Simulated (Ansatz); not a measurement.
**Au, response to strain**

The parent structure is Au in the fcc (Cu type) structure (space group Fm-3m, No. 225; a = 4.0829 Å; relaxed with 0.1 eV smearing). Axes: x, y, z lie along the cube axes.

Strains are applied to the cell and any free atomic positions relax; under biaxial strain the out-of-plane vector relaxes too; under stress the whole cell relaxes.

Levels (all Ansatz, a first-principles code, PAW, earlier PAW set): PBEsol (420 eV, no spin-orbit coupling); r2SCAN (500 eV, no spin-orbit coupling); PBEsol+SOC (420 eV, noncollinear with spin-orbit coupling).

Pressures by level, all at the geometries relaxed with PBEsol:

```csv
case,PBEsol,r2SCAN,PBEsol+SOC
base,0.0 GPa,5.1 GPa,-1.4 GPa
"biaxial strain +0.31 %, plane normal [111], relaxed out of plane",-0.4 GPa,4.7 GPa,-1.8 GPa
uniaxial strain ε_xx = −0.57 %,1.0 GPa,6.2 GPa,-0.4 GPa
uniaxial strain ε_zz = +0.55 %,-0.9 GPa,4.1 GPa,-2.4 GPa
"uniaxial stress, 8 GPa tension along z",-2.7 GPa,2.3 GPa,-4.1 GPa
tensor shear ε_xz = −0.94 %,0.1 GPa,5.2 GPa,-1.4 GPa
```

Single points use the geometry relaxed with PBEsol. Their cutoffs differ, which shifts pressures a little. The spin-orbit shifts are approximate. Stability under load was not tested beyond the relaxation.
